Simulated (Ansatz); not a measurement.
An Ansatz (a quantum-chemistry and plane-wave program) run: CsSnI3 with a change (Cs → Sr); Ansatz, r2SCAN, PAW, cutoff 500 eV, no SOC.

Input:

Ansatz 0.2 input:
```yaml
crystal:
  lattice:
    - [6.1348711206, 0, 0]
    - [0, 6.1348711206, 0]
    - [0, 0, 6.1348711206]
  atoms:
    - { symbol: Sr, position: [0, 0, 0] }
    - { symbol: Sn, position: [0.5, 0.5, 0.5] }
    - { symbol: I, position: [0, 0.5, 0.5] }
    - { symbol: I, position: [0.5, 0.5, 0] }
    - { symbol: I, position: [0.5, 0, 0.5] }
basis: { ecutwfc: 500, ecutrho_ratio: 4, xc_grid: 4, fft_grid_basis: typed }
kpoints: { mp_grid: { grid: [8, 8, 8] } }
hamiltonian:
  xc: r2scan
  dispersion: none
  pseudopotentials: { kind: paw }
scf: { occupations: { method: fermi_dirac, width: 0.05 }, convergence: { dr2_threshold: 0.0000000005 } }
output: { forces: true, stress: true }
checkpoint: { write: state.ck, write_every: 1000 }
```

Output (explanatory and most iteration lines left out):

```
Pseudopotential: Sr, paw, valence charge 10
Pseudopotential: Sn, paw, valence charge 14
Pseudopotential: I, paw, valence charge 17
Crystal: 5 atoms, lattice volume = 230.896 Å³
Basis set: ecut = 500 eV, 5887 PW (Γ), exchange–correlation on 180×180×180 points (64 copies of the dense FFT grid, shifted against one another)
Bands: 43, of which v1, the nominal top of the filled ones, is band 38 counted from 1 (37 counted from 0)
Symmetry: 48 space group operations
Space group: Pm-3m (ITA 221), of the structure as read, at distance tolerance 6.1e-5 Å
k-points: 35 of 512
Functional: x = r2scan, c = r2scan; τ floored in thin density (d = 2e-4 eV/Å³)
SCF iter   1: F=—  HF=-32181.137654 eV  |F-HF|=—  |Δ(HF+E_count)|=         —  Δρ=6.55e-3  dr2=5.27e-1  dr2_τ=3.42e-3  ethr=1.77e-3  ⟨swp⟩=10.1  Hψ=7164  notcnv=0
SCF iter   2: F=—  HF=-32181.043565 eV  |F-HF|=—  |Δ(HF+E_count)|=   9.41e-2  Δρ=2.84e-3  dr2=6.17e-2  dr2_τ=2.71e-3  ethr=7.03e-4  ⟨swp⟩=4.0  Hψ=2654  notcnv=0
SCF 1 converged in 9 iterations: F = -32181.039529 eV  dr2 = 4.43e-10
SCF converged after 9 iterations
Free energy (F): -32181.039529 eV
Internal energy: -32181.010867 eV  (E = F + TS)
E sigma→0 (E₀):  -32181.025198 eV
Entropy (-TS):   -0.028662 eV (-5.732 meV/atom)
Fermi energy:    6.946309 eV
--- Forces (eV/Å), atoms counted from 1 ---
  atom   1  Sr    -0.00000000     0.00000000     0.00000000
  atom   2  Sn     0.00000000    -0.00000000     0.00000000
  atom   3  I      0.00000000     0.00000000     0.00000000
  atom   4  I      0.00000000    -0.00000000    -0.00000000
  atom   5  I      0.00000000    -0.00000000     0.00000000
--- Stress (GPa, compression-positive) ---
       -0.003095       0.000000      -0.000000
       -0.000000      -0.003095       0.000000
        0.000000       0.000000      -0.003095
  P = ⅓ Tr σ = -0.0031 GPa (-0.031 kbar)
```

No phonon test of stability was made. The final runs are not spin-polarised. An odd electron count without spin: SrSnI3. The cell was made from CsSnI3 by this change: Cs → Sr; the result is a hypothetical phase, not in the database extracts checked. Many cubic perovskites are stable only at high temperature; tilts and polar distortions were not tested.
